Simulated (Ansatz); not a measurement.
## Sn: response to strain

Base system: Sn in the diamond structure (space group Fd-3m, No. 227; a = 6.474 Å; relaxed with 0.1 eV smearing). Axes: x, y, z lie along the cube axes.

Strains are applied to the cell and any free atomic positions relax.

All numbers come from DFT with LDA, PAW potentials and a 420 eV plane-wave cutoff in Ansatz (an electronic-structure program), no spin-orbit coupling.

Notes on the quantities. energy relative to the base: free energy F.

```json
[
 {"uniaxial strain ε_zz (%)": "-3", "energy relative to the base (meV/atom)": "6.4"},
 {"uniaxial strain ε_zz (%)": "-2.5", "energy relative to the base (meV/atom)": "4.4"},
 {"uniaxial strain ε_zz (%)": "-2", "energy relative to the base (meV/atom)": "2.8"},
 {"uniaxial strain ε_zz (%)": "-1.5", "energy relative to the base (meV/atom)": "1.6"},
 {"uniaxial strain ε_zz (%)": "-1", "energy relative to the base (meV/atom)": "?"},
 {"uniaxial strain ε_zz (%)": "-0.5", "energy relative to the base (meV/atom)": "0.2"},
 {"uniaxial strain ε_zz (%)": "0", "energy relative to the base (meV/atom)": "0.0"}
]
```

Fit ΔE = Aε² + Bε³ (ε in %) to the rows shown and predict the withheld row.

Least squares on the printed values gives A = 0.690 and B = -0.0068 meV/atom (largest residual 0.0 meV/atom); this predicts 0.7 meV/atom, and the run gives 0.7 meV/atom, in agreement.

Stability against distortions was not tested.
